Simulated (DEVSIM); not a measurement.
Device: TaN/HfO2/SiO2/p-Si capacitor, at 300 K.

| layer (left to right) | material | thickness (nm) | Na (cm⁻³) |
|---|---|---|---|
| 1 | HfO2 | 6.30 | - |
| 2 | SiO2 | 0.510 | - |
| 3 | Si | 2900 | 4e16 |

Metal gate on the left, work function 4.4 eV. Fixed charge at the semiconductor interface -8.5e11 cm⁻² (in units of +e); interface traps 1e12 cm⁻² eV⁻¹, uniform in energy, neutral level at 0.5 of the gap above the valence band.

Constants are typed, rounded textbook-type inputs, not results; the design itself was drawn at random and stands for no fabricated device. Values at 300 K.

| parameter | HfO2 | SiO2 | Si |
|---|---|---|---|
| gap (eV) | 5.7 | 9 | 1.124 |
| affinity (eV) | 2.5 | 0.9 | 4.05 |
| permittivity | 22 | 3.9 | 11.7 |
| Nc (cm⁻³) | - | - | 2.86e19 |
| Nv (cm⁻³) | - | - | 3.1e19 |

Model (solved in DEVSIM): 1D Poisson equation in equilibrium, Boltzmann statistics, complete ionisation; no quantum confinement or tunnelling. Metal contacts follow the ideal Schottky-Mott rule: no Fermi-level pinning, no interface dipoles.

Task: Give the band bending (positive: bands bend down) and minority sheet density.

Result: 
| Vg (V) | ψs (V) | minority carriers (cm⁻²) |
|---|---|---|
| -0.9 | -0.153 | < 1e8 |
| -0.6 | -0.024 | < 1e8 |
| -0.3 | 0.226 | < 1e8 |
| 0 | 0.493 | < 1e8 |
| 0.3 | 0.762 | 5.1e9 |
| 0.6 | 0.931 | 1.5e12 |
